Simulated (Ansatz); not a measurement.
Take HfS2 in the CdI2 type structure (space group P-3m1, No. 164; a = 3.6057 Å, c = 5.7676 Å; layered, stacked along the Cartesian z axis) as the base.

Levels (all Ansatz, a quantum-chemistry and plane-wave program, PAW): PBE-D3(BJ) (420 eV, no spin-orbit coupling); HSE06+SOC (420 eV, with spin-orbit coupling).

The geometry is relaxed with PBE-D3(BJ).

| Quantity | Value |
|---|---|
| PBE-D3(BJ) band gap | 0.85 eV |

### Question
What does HSE06+SOC give at this geometry for the valence-band top at Γ and band gap?

### Answer
The valence-band top at Γ (three highest Kramers pairs, from the VBM) amounts to 0.00, -0.14, -0.34 eV; the band gap rises by 0.78 eV, from 0.85 eV to 1.63 eV.

Single points use the geometry relaxed with PBE-D3(BJ). The hybrid gap comes from the SCF mesh plus the semilocal run's edge points and a few special points and is an upper bound. The spin-orbit shifts are approximate. Spin-orbit coupling, missing from the scalar runs, can matter with Hf. Stability against distortions was not tested.
